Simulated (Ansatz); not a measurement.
ZrCdO₃ (model structure, started from the tetragonal perovskite type, P4mm, No. 99, 5 atoms in the cell) was calculated with LDA (PAW; Ansatz, a first-principles code).

Numerical settings: plane-wave cutoff 520 eV, 14×14×14 k mesh, Fermi–Dirac smearing 0.05 eV, scalar-relativistic PAW data made under PBE.

Cell (relaxed with PBEsol):

Space group P4mm (No. 99); a = b = 4.0829 Å, c = 4.2481 Å, α = β = γ = 90.00°

| atom | site | symmetry | x | y | z |
|---|---|---|---|---|---|
| Zr | 1b | 4mm | 0.5000 | 0.5000 | 0.4354 |
| Cd | 1a | 4mm | 0.0000 | 0.0000 | 0.0805 |
| O | 1b | 4mm | 0.5000 | 0.5000 | 0.8953 |
| O | 2c | 2mm. | 0.0000 | 0.5000 | 0.3474 |

### Question
Estimate the band gap that the calculation returns.

### Answer

* **band gap**: 0.40 eV (on the SCF k mesh)

Note: the relaxation could raise the start's symmetry but not lower it, so the cell can be a saddle point; cell and atoms aren't relaxed at this level (largest force component 0.26 eV/Å, pressure -4.2 GPa).

Spin–orbit coupling is not included.

Computing time: around 60 core-seconds (rough).

A model structure was made by putting elements into a prototype or built by hand; it is no filed structure, need not be a known phase, and can be a saddle point held by its symmetry.
